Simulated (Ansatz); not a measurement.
The parent structure is MgSnO3 in the cubic perovskite structure (space group Pm-3m, No. 221; a = 3.987 Å; a hypothetical phase, not in the database extracts checked).

It is then changed as follows: a hydrostatic pressure of 7.5 GPa.

Levels (all Ansatz, an electronic-structure program, PAW): PBEsol (420 eV, without spin-orbit coupling); PBEsol+SOC (420 eV, with spin-orbit coupling).

The geometry is relaxed with PBEsol.

| Quantity | Value |
|---|---|
| PBEsol lowest conduction level above the VBM at special points | Γ 1.17 eV; R 2.74 eV; X 4.56 eV; M 4.96 eV |
| PBEsol gap character | indirect, R → Γ |
| PBEsol electron mass | 0.25 mₑ (at Γ) |

**Question.** What does PBEsol+SOC give at this geometry for the lowest conduction level above the VBM at special points, gap character, electron mass and hole mass?

**Answer.** The lowest conduction level above the VBM at special points becomes Γ 1.16 eV; R 2.74 eV; X 4.56 eV; M 4.96 eV (PBEsol: Γ 1.17 eV; R 2.74 eV; X 4.56 eV; M 4.96 eV); the gap character stays indirect, R → Γ; the electron mass goes from 0.25 mₑ (at Γ) to 0.26 mₑ (at Γ); the hole mass (degenerate bands, along [100]) comes out as 0.79, 2.3 mₑ (at R).

Single points use the geometry relaxed with PBEsol. The spin-orbit shifts are approximate. Load acts through the strain it causes; cell and atoms are relaxed under it. Effective masses come from finite differences of ±0.01 Å⁻¹. No phonon test of stability was made. No other phases were tried under pressure. Many cubic perovskites are stable only at high temperature; tilts and polar distortions were not tested.
